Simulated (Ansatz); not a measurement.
**What pressure −2 GPa does to VBiO4**

Base system: VBiO4 (space group I4_1/a, No. 88; a = 5.166 Å, c = 11.779 Å).

Modification: hydrostatic tension (pressure −2 GPa).

Computed with Ansatz (a program for electronic structure) PBE, without spin-orbit coupling, earlier PAW set. k-mesh 7×7×7 (Γ-centred); smearing 0.05 eV (Fermi–Dirac).

The density shrinks by 0.116 g/cm³ to 6.73 g/cm³ and the lattice parameter a goes up by 0.023 Å to 5.189 Å. The c/a ratio grows by 0.009, from 2.280 to 2.289 and the enthalpy H = E + PV relative to the base's energy is -0.16 eV/atom. The band gap grows by 0.04 eV, from 2.26 eV to 2.30 eV and the gap character changes from indirect, Γ–X (71 % along) → N to indirect, k = (0.143, -0.143, -0.286) in the run's primitive reciprocal basis → N. The smallest direct gap increases by 0.03 eV, from 2.29 eV to 2.32 eV and the width of the top valence band shrinks by 0.06 eV to 0.59 eV.

Spin-orbit coupling, missing from the scalar runs, can matter with Bi. Load acts through the strain it causes; cell and atoms are relaxed under it. No phonon test of stability was made. Starting moments died away, wholly or in part, for the base; another magnetic solution may exist. The final runs are not spin-polarised.
